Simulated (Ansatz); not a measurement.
Inside the gap of an insulator the Bloch states are evanescent, with a wavenumber k + iκ along the transport direction.

Given:

```xyz
2
Lattice="3.8094 0.0000 0.0000 0.0000 3.8094 0.0000 1.9047 1.9047 2.6937" Properties=species:S:1:pos:R:3 pbc="T T T"
Zn     0.0000     0.0000     0.0000
S      3.8094     1.9047     1.3468
```

The cell is taken as given; by LDA it stands under a pressure of -3.9 GPa.

Transport runs along the normal of the first two printed cell vectors, the (001) plane of the conventional cell.

The gap is the functional's own, uncorrected, and κ follows it; spin-orbit coupling is left out. Mid-gap means the computed energy nearest the middle.

Give the band gap and the smallest decay constant κ at mid-gap that LDA (Ansatz, a quantum-chemistry and plane-wave program) yields.

Gap 1.90 eV on a 12×12×12 mesh; κ = 0.141 1/Å, at the zone centre.
